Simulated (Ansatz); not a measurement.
A computed series for hypothetical simple cubic Pt: response to strain

The reference is Pt in the simple cubic structure (space group Pm-3m, No. 221; a = 2.625 Å; a hypothetical phase, not in the database extracts checked; relaxed with 0.1 eV smearing). Axes: x, y, z lie along the cube axes.

Strains are applied to the cell and any free atomic positions relax; under biaxial strain the out-of-plane vector relaxes too.

Method: Ansatz (a first-principles code) PBE, no SOC.

Candidates:
(a) biaxial strain −1.07 %, plane normal [001], relaxed out of plane
(b) strain tensor (xx, yy, zz, yz, xz, xy) = (−1.56, −1.83, +1.78, −0.04, +0.48, +2.25) %
(c) biaxial strain +1.55 %, plane normal [001], relaxed out of plane
(d) isotropic strain +0.91 %
(e) isotropic strain −1.76 %

Notes on the quantities. energy relative to the base: free energy F.

Task: Order them by energy relative to the base, highest first.

Result: (e) isotropic strain −1.76 % (+31 meV/atom), (b) strain tensor (xx, yy, zz, yz, xz, xy) = (−1.56, −1.83, +1.78, −0.04, +0.48, +2.25) % (+22 meV/atom), (c) biaxial strain +1.55 %, plane normal [001], relaxed out of plane (+12 meV/atom), (d) isotropic strain +0.91 % (+7.5 meV/atom), (a) biaxial strain −1.07 %, plane normal [001], relaxed out of plane (+6.5 meV/atom)

Whether these cells are dynamically stable was not tested. The final runs are not spin-polarised. Pt lies near a magnetic instability that expansion can trigger; it was not tested.
